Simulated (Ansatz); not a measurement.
An Ansatz (an electronic-structure program) input (Ansatz, PBEsol, PAW, cutoff 420 eV, no spin-orbit coupling, earlier PAW set):

Ansatz 0.2 input:
```yaml
crystal:
  lattice:
    - [5.1277950497, 0, 0]
    - [0, 5.2113698274, 0]
    - [-0.8836770228, 0, 5.2216082055]
  atoms:
    - { symbol: Zr, position: [0.2771495828, 0.0432732816, 0.2094771818] }
    - { symbol: Zr, position: [0.7228504172, 0.5432732816, 0.2905228182] }
    - { symbol: Zr, position: [0.7228504172, 0.9567267184, 0.7905228182] }
    - { symbol: Zr, position: [0.2771495828, 0.4567267184, 0.7094771818] }
    - { symbol: O, position: [0.0699638334, 0.3364353643, 0.3413689545] }
    - { symbol: O, position: [0.9300361666, 0.8364353643, 0.1586310455] }
    - { symbol: O, position: [0.9300361666, 0.6635646357, 0.6586310455] }
    - { symbol: O, position: [0.0699638334, 0.1635646357, 0.8413689545] }
    - { symbol: O, position: [0.4486576665, 0.7577149393, 0.4794979004] }
    - { symbol: O, position: [0.5513423335, 0.2577149393, 0.0205020996] }
    - { symbol: O, position: [0.5513423335, 0.2422850607, 0.5205020996] }
    - { symbol: O, position: [0.4486576665, 0.7422850607, 0.9794979004] }
basis: { ecutwfc: 420, ecutrho_ratio: 4, xc_grid: 2, fft_grid_basis: typed }
kpoints: { mp_grid: { grid: [5, 5, 5] } }
hamiltonian:
  xc: pbesol
  dispersion: none
  pseudopotentials: { azcp: { folder: ./paw }, kind: paw }
scf: { occupations: { method: fermi_dirac, width: 0.05 }, convergence: { dr2_threshold: 0.0000000012 } }
output: { forces: true, stress: true }
```

### Question
Which symmetry and how many k-points will the program report, and about how many plane waves at Γ?

### Answer
Space group P21/c (ITA 14) with 4 operations, k-points 39 of 125, and 2735 plane waves at Γ.

No phonon test of stability was made. The cell is ZrO₂ (space group P2_1/c, No. 14).
